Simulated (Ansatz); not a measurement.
## Pressure series in CdS

Base system: CdS in the wurtzite structure (space group P6_3mc, No. 186; a = 4.1244 Å, c = 6.7082 Å).

Cell and atoms are relaxed at each pressure.

Method: Kohn–Sham DFT with the PBEsol functional, run in Ansatz (an electronic-structure program) with PAW and 420 eV plane waves, no spin-orbit coupling.

Two rows of this table had their results exchanged by mistake.

| pressure | volume per atom (Å³) | shortest distance (Å) | band gap |
|---|---|---|---|
| pressure −2 GPa | 25.60 | 2.551 | 1.02 eV |
| pressure −1 GPa | 25.13 | 2.535 | 1.06 eV |
| pressure 0.9 GPa | 24.36 | 2.509 | 1.12 eV |
| pressure 2.1 GPa | 23.93 | 2.494 | 1.16 eV |
| pressure 4.5 GPa | 18.50 | 2.264 | 0.91 eV |
| pressure 9 GPa | 22.06 | 2.428 | 1.32 eV |
| pressure 15 GPa | 20.90 | 2.384 | 1.40 eV |
| pressure 22.5 GPa | 19.71 | 2.322 | 1.32 eV |
| pressure 30 GPa | 23.18 | 2.468 | 1.23 eV |

Question: Which two?

Answer: The rows for pressure 4.5 GPa and pressure 30 GPa: the volume has to fall steadily with pressure, so 23.18 Å³ belongs to pressure 4.5 GPa and 18.50 Å³ to pressure 30 GPa.

Load acts through the strain it causes; cell and atoms are relaxed under it. Stability against distortions was not tested. Measured, CdS leaves this structure (for rock salt) near 2.54 GPa (temperature not stated; as listed in Datta, Sujoy, Jana, Debnarayan, arXiv (2020)), on rising pressure, with hysteresis.
